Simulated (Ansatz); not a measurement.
## K₂WO₄ (C2/m, No. 12)

Method: r²SCAN-D4 (Ansatz, a program for electronic structure, plane waves, PAW).

Run with plane-wave cutoff 500 eV, 8×8×6 k mesh (along the axes of the cell as run), gaussian smearing 0.02 eV, no spin polarisation, scalar-relativistic PAW data made under PBE.

Cell (relaxed at this level):

K2WO4 has the monoclinic space group C2/m (No. 12), Pearson symbol mS28. Cell: a = 12.3329 Å, b = 6.0541 Å, c = 7.4896 Å, α = 90.00°, β = 115.51°, γ = 90.00°. K1 on 4i sees 6 O at 2.678–2.897 Å and 2 O at 3.191 Å. K2 on 4i is coordinated by 4 O at 2.646–2.759 Å and 2 O at 2.913 Å and 2 O at 3.209 Å. W on 4i sees 4 O at 1.778–1.784 Å (tetrahedral). O1 on 8j sees 1 W at 1.778 Å and 4 K at 2.749–2.913 Å. O2 on 4i has 1 W at 1.783 Å and 2 K at 2.646–2.727 Å and 2 K at 3.191 Å. O3 on 4i is surrounded by 1 W at 1.784 Å and 1 K at 2.678 Å and 1 K at 2.848 Å and 2 K at 3.209 Å. (Neighbours: up to the widest gap in distance over summed covalent radii, below 1.35, at either atom; cation-cation and far metal-metal contacts left out.)
(The calculation used a cell of 14 atoms; values per cell refer to that cell.)

For K₂WO₄ (C2/m, No. 12), the band gap is 5.28 eV (on the SCF k mesh).

Spin–orbit coupling is not included.

Computed values are for the static lattice.

Cost on a shared machine: about 14 core-minutes (a rough figure).
